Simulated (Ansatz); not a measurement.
Results of HSE06 in Ansatz (PAW) for cubic perovskite CsHgBr₃ (idealised or unconfirmed structure).

Numerical settings: plane-wave cutoff 460 eV, 6×6×6 k mesh, Fermi–Dirac smearing 0.05 eV, scalar-relativistic PAW data made under PBE.

Pressure at four volumes; x = ln(V/35.375 Å³). One pressure is withheld.

```json
[
 {"V (Å³/atom)": "33.606", "x": "-0.0513", "P (GPa)": "1.593"},
 {"V (Å³/atom)": "35.375", "x": "0.0000", "P (GPa)": "0.032"},
 {"V (Å³/atom)": "36.259", "x": "0.0247", "P (GPa)": "-0.586"},
 {"V (Å³/atom)": "37.144", "x": "0.0488", "P (GPa)": "?"}
]
```

Pass a parabola P(x) through the three rows shown, estimate the bulk modulus and its pressure derivative near zero pressure, and predict the withheld pressure.

Slopes between the rows: (0.032 − (1.593))/(0.0000 − (-0.0513)) = -30.43 and (-0.586 − (0.032))/(0.0247 − (0.0000)) = -25.02 GPa. Their difference over the span 0.0760 is c = 5.41/0.0760 = 71.2 GPa, so P(x) = 1.593 + (-30.43)(x − (-0.0513)) + 71.2 (x − (-0.0513))(x − (0.0000)). At the middle row B = −dP/dx = −[-30.43 + 71.2 × 0.0513] = 26.8 GPa, and B′ = dB/dP = 2c/B = 5.3. At x = 0.0488 the parabola gives -1.105 GPa; the run gives -1.114 GPa. The Birch–Murnaghan fit to the energies at all volumes has B0 = 26.5 GPa and B′ = 5.2.

Note: the relaxation could not lower the start's symmetry, so the cell can be a saddle point above a distorted one.

Spin–orbit coupling is not included; it can shift volumes and moduli of such heavy elements.

Ansatz is a first-principles code.
